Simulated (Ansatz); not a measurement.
A computed series for Mg2Ge: element substitutions

The parent structure is Mg$_{2}$Ge in the anti-fluorite structure (space group Fm-3m, No. 225).

Mg2Ge is modelled in the cubic space group Fm-3m (No. 225), the anti-fluorite structure, Pearson symbol cF12. Lattice parameters: a = 6.364 Å, b = 6.364 Å, c = 6.364 Å, α = 90.00°, β = 90.00°, γ = 90.00°. Ge on 4a has 8 Mg at 2.756 Å (cubic). Mg on 8c has 4 Ge at 2.756 Å (tetrahedral). (Neighbours: up to the widest gap in distance over summed covalent radii, below 1.35, at either atom; cation-cation and far metal-metal contacts left out.)
(The calculation used a cell of 3 atoms; values per cell refer to that cell.)

Each row replaces one element on all its sites; cell and atoms are relaxed.

All numbers come from Kohn–Sham DFT with the PBEsol functional, run in Ansatz (a program for electronic structure) with PAW and 420 eV plane waves, no SOC.

Base values:

```
Property              Result
-------------------  -------
Lattice parameter a  6.364 Å
```

**Question.** The aim is a lattice parameter a between 5.274 Å and 5.544 Å. Which of these changes reaches it?
(A) Ge → As
(B) Ge → C
(C) Ge → Sn

**Answer.** B, Ge → C. It gives 5.424 Å; Ge → As gives 6.444 Å; Ge → Sn gives 6.746 Å. Changes not listed may reach it too

No phonon test of stability was made. As relaxed here, Mg2As and Mg2C are hypothetical phases, not in the database extracts checked. The final runs are not spin-polarised. An odd electron count without spin: Mg2As.
